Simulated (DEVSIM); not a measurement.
System: Au/SiO2/p-Si capacitor, at 300 K.

```csv
layer (left to right),material,thickness (nm),Na (cm⁻³)
1,SiO2,29.0,-
2,Si,2500,5.3e16
```

Metal gate on the left, work function 5.1 eV. Fixed charge at the semiconductor interface 0 cm⁻² (in units of +e); no interface traps.

This is a model device: material constants are rounded textbook-type values typed into the input, and sizes, dopings and lifetimes were drawn at random. Values at 300 K; Nc and Nv go as T^1.5, mobilities as T to minus their exponent, the gap by Varshni's rule with the affinity fixed.

```
parameter         SiO2        Si
----------------  ----  --------
gap (eV)             9     1.124
affinity (eV)      0.9      4.05
permittivity       3.9      11.7
Nc (cm⁻³)            -   2.86e19
Nv (cm⁻³)            -    3.1e19
Varshni α (eV/K)     -  0.000473
Varshni β (K)        -       636
```

Simulated with DEVSIM: 1D Poisson equation in equilibrium, Boltzmann statistics, complete ionisation; no quantum confinement or tunnelling. Metal contacts follow the ideal Schottky-Mott rule: no Fermi-level pinning, no interface dipoles.

The temperature was swept, all else fixed.

| temperature (K) | minimum of the low-frequency capacitance (μF/cm²) | flat-band voltage (V) |
|---|---|---|
| 250 | 0.0468 | 0.05 |
| 300 | 0.0496 | 0.09 |
| 350 | 0.0512 | 0.14 |
| 400 | 0.0547 | 0.19 |
| 450 | 0.0578 | 0.24 |
| 500 | 0.0624 | 0.29 |

From the first row to the last the minimum of the low-frequency capacitance goes from 0.0468 to 0.0624. From the first row to the last the flat-band voltage goes from 0.05 to 0.29.
